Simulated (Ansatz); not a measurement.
Pressure series in CuI

Consider CuI in the zinc blende structure (space group F-43m, No. 216; a = 6.0793 Å).

Cell and atoms are relaxed at each pressure.

Level of theory: PBE, PAW, 420 eV (Ansatz, an electronic-structure program; no SOC).

```json
[
 {"case": "base", "band gap": "1.10 eV", "density": "5.63 g/cm³"},
 {"case": "pressure −2 GPa", "band gap": "0.96 eV", "density": "5.30 g/cm³"},
 {"case": "pressure −1 GPa", "band gap": "1.03 eV", "density": "5.48 g/cm³"},
 {"case": "pressure 0.9 GPa", "band gap": "1.16 eV", "density": "5.76 g/cm³"},
 {"case": "pressure 2.1 GPa", "band gap": "1.23 eV", "density": "5.91 g/cm³"},
 {"case": "pressure 4.5 GPa", "band gap": "1.36 eV", "density": "6.17 g/cm³"},
 {"case": "pressure 9 GPa", "band gap": "1.56 eV", "density": "6.57 g/cm³"},
 {"case": "pressure 15 GPa", "band gap": "1.77 eV", "density": "7.00 g/cm³"},
 {"case": "pressure 22.5 GPa", "band gap": "2.00 eV", "density": "7.44 g/cm³"},
 {"case": "pressure 30 GPa", "band gap": "1.93 eV", "density": "7.82 g/cm³"}
]
```

With I present, leaving out spin-orbit coupling can change the band edges. Load acts through the strain it causes; cell and atoms are relaxed under it. No phonon test of stability was made. Tetrahedral semiconductors of this kind turn to denser phases somewhere between about 1 and 50 GPa; those were not computed, so compressed cells here can lie past the real transition. The final runs are not spin-polarised.
